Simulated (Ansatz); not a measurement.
Start from PtS (space group P4_2/m, No. 84; a = 6.3973 Å, c = 6.5735 Å; a cell from a computed database, its experimental status unchecked).

The values are results of PBEsol in Ansatz (plane waves to 420 eV, PAW, no SOC), not measurements.

One change was made to it. Results:

The density goes up by 0.02 g/cm³ to 11.24 g/cm³; the c/a ratio is still 1.028.

### Question
What was done to the base?
A) pressure 1.5 GPa
B) pressure 5 GPa
C) pressure 10 GPa
D) pressure 0.3 GPa

### Answer
D, pressure 0.3 GPa. For comparison, the density in the other runs: pressure 1.5 GPa gives 11.32 g/cm³; pressure 10 GPa gives 11.82 g/cm³; pressure 5 GPa gives 11.53 g/cm³.

Load acts through the strain it causes; cell and atoms are relaxed under it. Whether these cells are dynamically stable was not tested. Competing high-pressure phases were not computed.

Ansatz is a first-principles code.
